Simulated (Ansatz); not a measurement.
**Ca3P2 (model structure, started from the A-La2O3 type, P-3m1, No. 164, 5 atoms in the cell)**

Computed with r²SCAN0 in Ansatz (PAW).

Settings: plane-wave cutoff 520 eV, 6×6×4 k mesh (along the axes of the cell as run), Fermi–Dirac smearing 0.01 eV, scalar-relativistic PAW data made under PBE.

Cell (relaxed with PBEsol):

```
Ca3P2
1.0
    4.70369     0.00000     0.00000
   -2.35185     4.07352     0.00000
    0.00000     0.00000     6.58015
P Ca
2 3
Direct
  0.33333   0.66667   0.22249
  0.66667   0.33333   0.77751
  0.00000   0.00000   0.00000
  0.33333   0.66667   0.67123
  0.66667   0.33333   0.32877
```

```json
{
  "band_gap": "2.40 eV (on the SCF k mesh) (indirect)",
  "smallest_direct_gap_on_the_k_points_sampled": "3.36 eV"
}
```

Note: the relaxation could raise the start's symmetry but not lower it, so the cell can be a saddle point; cell and atoms aren't relaxed at this level (largest force component 0.09 eV/Å, pressure 1.7 GPa).

Static lattice: no zero-point or thermal effects.

It cost very roughly 4 core-minutes of CPU time.

A model structure was made by putting elements into a prototype or built by hand; it is no filed structure, need not be a known phase, and can be a saddle point held by its symmetry.

Ansatz is a program for electronic structure.
